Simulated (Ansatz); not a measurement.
Ansatz (a quantum-chemistry and plane-wave program) run on Fe₂O₃ (R-3c, 10 atoms in the cell): self-consistent single point.

Method of the run: PBE+U, harder PAW files (source: ansatz) (plane waves; Ansatz).

```
Fe2O3
1.0
    2.53042     1.46094     4.56342
   -2.53042     1.46094     4.56342
    0.00000    -2.92188     4.56342
Fe O
4 6
Direct
  0.85482   0.85482   0.85482
  0.14518   0.14518   0.14518
  0.64518   0.64518   0.64518
  0.35482   0.35482   0.35482
  0.44460   0.75000   0.05540
  0.55540   0.25000   0.94460
  0.05540   0.44460   0.75000
  0.94460   0.55540   0.25000
  0.75000   0.05540   0.44460
  0.25000   0.94460   0.55540
```
Moments meant for the start (each program seeds them in its own way; μB, in the order of the atoms Fe Fe Fe Fe O O O O O O): 4.0 4.0 4.0 4.0 0.0 0.0 0.0 0.0 0.0 0.0.

Reference input (self-consistent single point, DFT, PBE+U, plane waves, harder PAW files (source: ansatz)): basis.ecutwfc = 930 eV; kpoints.mp_grid.grid = 4 4 4; hamiltonian.xc = pbe; hamiltonian.pseudopotentials = {kind: paw, source: ansatz}; hamiltonian.hubbard.sites = [{species: Fe, l: d, u_eff: 5.3}] eV; magnetization.spin_polarized = true; scf.occupations.method = fermi_dirac; scf.occupations.width = 0.1 eV. This run's input differs from it in these lines:

Ansatz 0.2 input:
```diff
@@ -17,3 +17,3 @@
 basis:
-  ecutwfc: 930.0
+  ecutwfc: 465.0
 kpoints:
```

Output (repeated stretches shortened):

```
SCF iter   1: F=—  HF=-21308.824821 eV  |F-HF|=—  |Δ(HF+E_count)|=         —  Δρ=6.89e-2 (↑6.89e-2 ↓5.85e-2)  dr2=3.31e0  dr2_m=2.38e0  M=18.688 μB ∫|m|=18.688 μB  β_m=1.00  ethr=3.10e-3  ⟨swp⟩=5.0  Hψ=5720  notcnv=0  defer=60
all-band conjugate gradients solve this SCF's bands
preconditioner: auto → Kerker (q_TF=auto, 2.723 Å⁻¹)
spin=Collinear: Kerker preconditioning applied to the charge; magnetization (m = ρ↑ − ρ↓) channel mixes plain (no charge-response kernel on spin).
   [... lines left out ...]
SCF iter  14: F=—  HF=-21311.127979 eV  |F-HF|=—  |Δ(HF+E_count)|=   2.51e-7  Δρ=6.94e-6 (↑5.44e-6 ↓6.94e-6)  dr2=1.18e-7  dr2_m=1.11e-8  M=19.999 μB ∫|m|=19.999 μB  β_m=0.97  ethr=4.77e-10  ⟨swp⟩=2.8  Hψ=3159  notcnv=0  defer=168
SCF iter  15: F=-21311.127979 eV  HF=-21311.127979 eV  |F-HF|=7.71e-9  |Δ(HF+E_count)|=   3.53e-8  Δρ=3.55e-6 (↑2.97e-6 ↓3.55e-6)  dr2=2.80e-8  dr2_m=1.86e-9  M=19.999 μB ∫|m|=19.999 μB  ethr=1.00e-10  ⟨swp⟩=9.1  Hψ=6298  notcnv=0
SCF 1 converged in 15 iterations: F = -21311.127979 eV  dr2 = 2.80e-8
WARN: an SCF from antiferromagnetic starting moments (-4.06, -4.06, 4.06, 4.06, 0.00, 0.00, 0.00, 0.00, 0.00, 0.00 Bohr magnetons, atom by atom) was not made, …
Magnetization: 19.9985 μB (59.9993 up, 40.0007 down)
   [... lines left out ...]
Absolute magnetization: 19.9985 μB (∫|ρ↑−ρ↓|, with the PAW one-centre terms)
Free energy (F): -21311.127979 eV
Fermi energy:    11.917705 eV
   [... lines left out ...]
--- Stress (GPa, compression-positive) ---
       14.101679       0.000000       0.000000
        0.000000      14.101679      -0.000000
        0.000000      -0.000000      11.250643
  P = ⅓ Tr σ = 13.1513 GPa (131.513 kbar)
  The stress holds the Pulay correction. Without it, at fixed plane waves, as pw.x and ABINIT print it: P = -83.8540 GPa
Occupation matrices written to occupation_matrices
```

The run converged in 15 iterations. 

The starting cell comes from a database of computed structures (which also holds hypothetical and non-ambient phases and stackings), without a prior relaxation at this level. Its lattice was rescaled by a random factor within 2.5 % of one. The magnetic order is the one reached from the typed start; others were not searched systematically. With U or open f shells several self-consistent states can exist. The program warned that, by what it read of turns of the moments, another magnetic order lies lower. Ansatz's pressure includes its estimate of the finite-basis (Pulay) stress. Without the estimate this run gives -83.85 GPa. The cutoff lies below the one recommended for these files.

These are the values that this program gave, and no reference: magnets with a U can end in a higher state.
